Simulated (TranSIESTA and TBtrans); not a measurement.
Junction: Si chain with one B atom in place of Si. Leads: straight Si chain, spacing 2.25 Å. Geometry: 3 atoms about the centre moved by SIESTA (PBE, DZP) to a largest force of 0.01 eV/Å, all others as built, motion along the axis alone. Transport runs along z; the first 6 and the last 6 of the 21 atoms are the lead cells, repeated to infinity.

```xyz
21
Lattice="9.000 0.000 0.000 0.000 9.000 0.000 0.000 0.000 47.300" Properties=species:S:1:pos:R:3 pbc="F F T"
Si     4.500     4.500     0.000
Si     4.500     4.500     2.250
Si     4.500     4.500     4.500
Si     4.500     4.500     6.750
Si     4.500     4.500     9.000
Si     4.500     4.500    11.250
Si     4.500     4.500    13.500
Si     4.500     4.500    15.750
Si     4.500     4.500    18.000
Si     4.500     4.500    20.604
B      4.500     4.500    22.525
Si     4.500     4.500    24.447
Si     4.500     4.500    27.050
Si     4.500     4.500    29.300
Si     4.500     4.500    31.550
Si     4.500     4.500    33.800
Si     4.500     4.500    36.050
Si     4.500     4.500    38.300
Si     4.500     4.500    40.550
Si     4.500     4.500    42.800
Si     4.500     4.500    45.050
```

Run with TranSIESTA and TBtrans (open boundaries, self-consistent; PseudoDojo norm-conserving potentials, scalar-relativistic): PAO.BasisSize DZP, PAO.EnergyShift 0.15 eV, XC.Authors PBE, Mesh.Cutoff 200 Ry, ElectronicTemperature 300 K, TS.Voltage 0.0 eV, TBT.Elecs.Eta 0.001 eV, no spin polarisation.

Energies count from the leads' Fermi level. Transmissions are for one spin of a degenerate pair. The energy step is 0.01 eV; narrower resonances are cut or missed.

```tsv
E (eV)	T
-0.20	2.09
-0.15	2.08
-0.10	2.07
-0.05	2.06
0.00	2.05
0.05	2.04
0.10	2.03
0.15	2.02
0.20	2.02
```

Task: Give the zero-bias conductance in μS and the resistance at 300 K.

Result: At the Fermi level T = 2.05. Averaged with −∂f/∂E over the full grid (kT = 25.9 meV) it is 2.05. With G0 = 2e²/h = 77.48 μS, G = 159 μS and R = 1/G = 6.29 kΩ.

Task: The eigenchannels at the Fermi level transmit 0.770, 0.638, 0.638. What Fano factor of the shot noise follows at low temperature and bias?

Result: F = Σ τ(1 − τ)/Σ τ = 0.639/2.05 = 0.31.

The straight chain is held at its spacing; free chains may zigzag or dimerise. No spin-polarised start was tried, so a magnetic state, if there is one, is missed.
